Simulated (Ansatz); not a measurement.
The reference is ZnAu in the CsCl type structure (space group Pm-3m, No. 221; a = 3.129 Å; relaxed with 0.1 eV smearing).

Method: PBEsol (Ansatz, a first-principles code), no spin-orbit coupling.

Strains are applied to the cell and any free atomic positions relax.

One change was made to it. Results:

The pressure goes from zero to 13.3 GPa; the energy goes up by 43 meV/atom.

Problem. Which change produced these results?
(A) isotropic strain −2.50 %
(B) isotropic strain −0.50 %
(C) isotropic strain +2.00 %
(D) isotropic strain −3.00 %

Solution. A, isotropic strain −2.50 %. For comparison, the energy relative to the base in the other runs: isotropic strain −3.00 % gives +63 meV/atom; isotropic strain −0.50 % gives +1.6 meV/atom; isotropic strain +2.00 % gives +22 meV/atom.

No phonon test of stability was made.
